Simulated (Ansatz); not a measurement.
A periodic model of amorphous Si20P4O50:

```xyz
74
Lattice="10.3818 0.0645 -0.0114 0.0645 9.9482 -0.0326 -0.0114 -0.0326 10.7329" Properties=species:S:1:pos:R:3 pbc="T T T"
Si     1.6257     0.2724     5.4853
Si     5.3776     9.6794     8.1252
Si     4.4560     8.1245    10.6688
Si     0.4425     8.0587     7.1715
Si     6.2855     2.5591     8.7425
Si     8.4307     5.1173     1.0808
Si     1.3591     5.6123     5.3949
Si     2.5869     3.1944     6.4841
Si     7.9020     7.8885     8.4383
Si     2.8396     5.6018     0.7729
Si     4.2479     5.6144     6.1321
Si     3.7860     4.3289     8.7461
Si     0.2380     1.4833     2.9564
Si     4.3445     8.7334     5.4402
Si     5.6922     8.8278     2.5926
Si     0.4786     4.5108     2.6991
Si     9.1389     8.1104     0.5461
Si     5.6912     6.1010     1.4151
Si     9.0222     3.0439     9.6122
Si     1.4932     8.1507     9.9565
P      8.4383     3.1922     6.7172
P      0.2523     0.6922     0.0715
P      7.2687     5.9514     6.3218
P      8.3811     9.8162     3.0183
O      1.2856     4.1769     6.1926
O      9.1797     8.8315     2.0830
O      7.3322     6.4286     7.8744
O      1.5031     9.8411    10.0570
O      6.7953     4.9153     1.2865
O      5.9342     5.1779     6.1197
O      8.0019     7.9285    10.0598
O      8.3478     4.7271     6.3330
O      7.5522     2.3632     9.7823
O      0.8927     2.9654     3.0519
O      1.5460     7.7770     8.4070
O      6.8512     9.0434     8.0201
O      5.4260     6.8247    10.6906
O      3.0289     4.7747    10.1460
O     10.3295     2.1248    10.1587
O      2.8417     3.1440     8.1288
O      8.9675     4.4580    10.3877
O      8.3425     9.4956     4.4405
O      2.8473     7.4355     0.0675
O      3.9239     3.8818     5.8662
O      0.8531     0.9280     1.4782
O      7.0000     2.7768     7.2624
O      0.3040     7.6034     0.0918
O      4.7273     7.2744     5.9688
O      4.4410     8.8726     9.2534
O      3.8559     5.6337     7.7846
O      2.7811     9.0664     5.1189
O      0.5741     6.8011     6.1853
O      9.3645     3.2359     8.0324
O      8.7414     6.6562     1.2377
O      6.1024     7.2375     2.5041
O      5.0725     9.1616     4.0256
O      4.6644     9.0558     1.2817
O      8.9903     2.3625     5.6490
O      2.9056     5.9975     5.1438
O      4.7174     9.7738     6.6634
O      0.7140     9.5435     6.5718
O      1.4877     5.1676     1.5227
O      4.1394     5.5823     1.7479
O      2.2634     1.6748     5.9948
O      5.2975     3.7881     9.1391
O      9.4196     9.8571    10.6386
O      5.3918     1.2274     8.7702
O      9.3721     8.1867     7.8543
O      9.3211     4.3591     2.2068
O      0.5835     5.4823     3.9624
O      7.6994     6.9649     5.3598
O      8.9925     1.3196     2.7304
O      6.9433     9.8736     2.2851
O      0.8353     0.5268     4.0804
```

All values below come from PBE, scalar-relativistic without spin-orbit coupling (plane waves to 420 eV, PAW; Ansatz, a first-principles code).

A CHGNet melt-quench gave the starting glass, which DFT then relaxed. O atoms were pushed apart under 1.9 Å during the dynamics, to hinder bonds among them. The hot cell started wider than the set density and was brought back towards it in steps. It is the lowest in DFT energy of 2 quenches. It is a model cell: composition and starting density were chosen by hand, and all elements were melted together. No dispersion term was used. Its density started from a set value of 2.31 and ended at 2.23 g/cm³. Cooling (nominally 390 K/ps over its main leg) ran many orders faster than in experiment, which tends to leave more defects and strain. A cell of this size samples the disorder only roughly. Volume and shape were free in the relaxation.

Bonds are counted up to Si-Si 2.60 Å, Si-P 2.55 Å, Si-O 2.10 Å, P-P 2.50 Å, P-O 2.08 Å, O-O 1.58 Å. Two cations that share two anions don't count as bonded, nor two that share one unless they lie closer than Si-Si 2.38 Å, Si-P 2.33 Å, P-P 2.29 Å.

Give the coordination numbers, mean bond lengths and angles.


```
Property                                                         Result
---------------------------------  ------------------------------------
Mean coordination of Si by anions            4.10 (18 with 4, 2 with 5)
Mean coordination of P by anions                        4.00 (4 with 4)
Mean coordination of O             1.96 (3 with 1, 46 with 2, 1 with 3)
Mean Si-O bond                     1.652 Å (spread 0.061 Å, 82 counted)
Mean P-O bond                      1.564 Å (spread 0.059 Å, 16 counted)
Bond angle at Si                              mean 109.1°, spread 11.1°
Bond angle at P                                mean 109.2°, spread 6.0°
Bond angle at O                               mean 136.0°, spread 12.8°
```

Which atoms depart from the most common coordination of their element?

Si11 has 5 (O50 1.70 Å, O59 1.71 Å, O48 1.74 Å, O30 1.74 Å, O44 1.78 Å); Si17 has 5 (O54 1.66 Å, O31 1.67 Å, O47 1.67 Å, O26 1.70 Å, O66 1.91 Å); O42 has 1 (P24 1.46 Å); O43 has 3 (Si20 1.75 Å, Si3 1.78 Å, Si10 1.96 Å); O58 has 1 (P21 1.46 Å); O71 has 1 (P23 1.46 Å).

List the pairs of like atoms that count as bonded by the rules above.

There are none by these rules.
